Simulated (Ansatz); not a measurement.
System: Ru-vacancy pair (Ru on one host Cu site, one Cu site vacant) in fcc Cu (neutral cell). These are PBE, PAW (plane waves to 420 eV; Ansatz, a first-principles code) values and carry that method's errors.

Settings: 32 host sites, the relaxed PBE lattice, a 2×2×2 k-point mesh shifted by half a step, smearing 0.10 eV, spin-restricted, no image-charge correction. Static, classical nuclei. Forms of the defect that were not tried may lie lower.

Barriers: single points on a 4×4×4 k-point mesh shifted by half a step at the bands' geometries (they differ from the bands' own by up to 0.10 eV, and are uncertain by about as much).

A. a nearby Cu atom hops onto the vacant site (Ru-vacancy distance between ideal sites 2.57 → 3.63 Å); the atom moves 2.49 Å along (0.00, -0.48, 0.49) of the unit cell; the moving atom starts with neighbours 4 Cu at 2.54, 2 Cu at 2.57, 2 Cu at 2.58, 2 Cu at 2.59, Cu at 2.61 Å and ends with 2 Cu at 2.54, 3 Cu at 2.55, 2 Cu at 2.57, 3 Cu at 2.60; Ru at 2.58 Å; the start lies 0.11 eV above the lowest site run; saddle order not checked, on a symmetry element.
B. Ru and the vacancy change places (Ru-vacancy distance between ideal sites 2.57 Å throughout); the atom moves 2.46 Å along (0.00, 0.48, 0.48) of the unit cell; the moving atom starts with neighbours 4 Cu at 2.56, 2 Cu at 2.58, Cu at 2.60, 4 Cu at 2.61 Å and ends with 4 Cu at 2.56, 2 Cu at 2.58, Cu at 2.60, 4 Cu at 2.61 Å; the start lies 0.11 eV above the lowest site run; saddle order not checked, on a symmetry element.

A band can be held on a symmetry element, so unchecked saddle points there may be too high.

### Question
Order them by forward barrier (lowest first) at the level PBE, PAW.

### Answer
A (0.66 eV), B (1.09 eV)
